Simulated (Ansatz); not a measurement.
Base system: Ti in the hcp (Mg type) structure (space group P6_3/mmc, No. 194; a = 2.9364 Å, c = 4.6402 Å; relaxed with 0.1 eV smearing).

Method: r2SCAN (Ansatz, a first-principles code), no spin-orbit coupling.

Base values:

```
Item        Value
--------  -------
Pressure  0.0 GPa
Band gap     zero
```

Modification: the cell is scaled by 1.0100 in all directions; the atoms relax in the strained cell.

How does this affect the energy relative to the base, pressure and band gap?

The energy rises by 5.5 meV/atom; the pressure (mean of the normal stresses, compression positive) goes from zero to -3.3 GPa; the band gap remains zero.

Stability against distortions was not tested. The final runs are not spin-polarised.
